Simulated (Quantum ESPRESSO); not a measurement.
# Converging the k-point mesh: W (Im-3m, 1 atom in the cell)

```xyz
1
Lattice="-1.5721 1.5721 1.5721 1.5721 -1.5721 1.5721 1.5721 1.5721 -1.5721" Properties=species:S:1:pos:R:3 pbc="T T T"
W      0.0000     0.0000     0.0000
```

Level of theory: PBE, SSSP 1.1.2 efficiency (PBE) pseudopotentials (plane waves; Quantum ESPRESSO).

Base settings: ecutwfc = 40 Ry; ecutrho = 320 Ry; occupations = smearing; smearing = fd; degauss = 0.0073499 Ry; potentials = {W: W_pbe_v1.2.uspp.F.UPF}; K_POINTS = automatic 15 15 15 0 0 0; conv_thr = 1e-11 Ry.

The second cell is the first with its lattice scaled by 0.98.

Only quantities that move along the ladder and can be compared are tabulated.

The count of work is k-points × plane waves × bands × iterations; it is no time. Core times come from one kind of shared machine, to one figure; runs under 30 s give none.

The starting cell has typed, rounded lattice constants, without a prior relaxation at this level. Its lattice was rescaled by up to half a per cent. Spin polarisation is off. In the base run, with a pressure of about 9 GPa the cell is away from its equilibrium volume at this level.

```tsv
K_POINTS	free energy less the last step's (meV/atom)	energy of the compressed cell less the first (meV/atom)	pressure (GPa)	count of work / last	core time / last (rough)
automatic 3 3 3 0 0 0	404.85	195.19	18.05	0.0014	–
automatic 4 4 4 0 0 0	158.42	132.76	7.90	0.0050	–
automatic 5 5 5 0 0 0	-46.68	138.03	8.79	0.0035	–
automatic 6 6 6 0 0 0	-53.48	126.68	6.97	0.0072	–
automatic 7 7 7 0 0 0	61.11	141.06	9.63	0.0071	–
automatic 8 8 8 0 0 0	6.02	142.15	9.43	0.010	–
automatic 9 9 9 0 0 0	-17.07	135.83	8.57	0.012	–
automatic 10 10 10 0 0 0	6.04	141.44	9.30	0.017	–
automatic 11 11 11 0 0 0	18.20	139.43	9.15	0.020	–
automatic 13 13 13 0 0 0	-10.53	137.48	8.69	0.037	–
automatic 14 14 14 0 0 0	5.30	139.01	9.04	0.037	–
automatic 15 15 15 0 0 0	2.84	138.98	9.01	0.043	–
automatic 17 17 17 0 0 0	0.11	137.61	8.89	0.059	–
automatic 19 19 19 0 0 0	-0.82	137.33	8.78	0.079	–
automatic 21 21 21 0 0 0	1.50	138.55	8.95	0.10	–
automatic 23 23 23 0 0 0	-1.16	137.89	8.85	0.13	–
automatic 26 26 26 0 0 0	0.06	137.94	8.87	0.18	–
automatic 29 29 29 0 0 0	0.51	138.06	8.89	0.24	0.3
automatic 32 32 32 0 0 0	0.44	138.17	8.91	0.32	0.3
automatic 35 35 35 0 0 0	0.03	138.07	8.89	0.41	0.4
automatic 39 39 39 0 0 0	0.15	138.07	8.89	0.55	0.6
automatic 43 43 43 0 0 0	0.07	138.12	8.89	0.73	0.7
automatic 48 48 48 0 0 0	0.00	138.00	8.88	1.0	1
```

Coarsest K_POINTS that holds the energy of the compressed cell less the first within 2 meV/atom of the last step, with all finer ones: automatic 11 11 11 0 0 0, at 0.020 of the last step's count of work; the step before is off by 3.4 meV/atom.

Coarsest K_POINTS that holds the free energy within 1 meV/atom of the last step, with all finer ones: automatic 26 26 26 0 0 0, at 0.18 of the last step's count of work; the step before is off by 1.2 meV/atom.

Coarsest K_POINTS that holds the pressure within 0.05 GPa of the last step, with all finer ones: automatic 23 23 23 0 0 0, at 0.13 of the last step's count of work; the step before is off by 0.06 GPa.

The energy difference between the two cells stays within 1 meV/atom of the last step's from automatic 15 15 15 0 0 0 on, the total only from automatic 26 26 26 0 0 0 on: much of the error is common to both cells and cancels.

Two neighbours can agree and both be off: automatic 14 14 14 0 0 0 and automatic 15 15 15 0 0 0 differ by 0.03 meV/atom in the energy of the compressed cell less the first, yet lie about 0.98 meV/atom from the last step.
